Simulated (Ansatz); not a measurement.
# How far PBE and PBEsol part for hypothetical diamond Ca, uniaxial strain ε_yy = +0.27 %

Base system: Ca in the diamond structure (space group Fd-3m, No. 227; a = 8.6069 Å; a hypothetical phase, not in the database extracts checked; relaxed with 0.1 eV smearing). Axes: x, y, z lie along the cube axes.

(Cell as relaxed with PBE.)

Levels (all Ansatz, a program for electronic structure, PAW): PBE (420 eV, scalar-relativistic without spin-orbit coupling); PBEsol (420 eV, no SOC).

Each level relaxes its own structure.

| base | PBE | PBEsol |
|---|---|---|
| volume per atom | 79.70 Å³ | 74.73 Å³ |
| lattice parameter a | 8.607 Å | 8.424 Å |
| band gap | zero | zero |

Perturbation: uniaxial strain ε_yy = +0.27 %, all other strain components held at zero, atoms relaxed at fixed cell.

```csv
quantity,PBE,PBEsol
energy relative to the base (free energy F),0.0 meV/atom,0.0 meV/atom
shortest interatomic distance,3.730 Å,3.651 Å
"stress (xx, yy, zz, yz, xz, xy; compression positive)","(0.0, 0.0, 0.0, 0.0, 0.0, 0.0) GPa","(0.0, 0.0, 0.0, 0.0, 0.0, 0.0) GPa"
```

PBE's shortest interatomic distance lies 0.079 Å above PBEsol's (2.2 %); the two agree on the energy relative to the base and stress. Neither level is exact; PBEsol is the comparison here, not a measurement.

Stability against distortions was not tested.
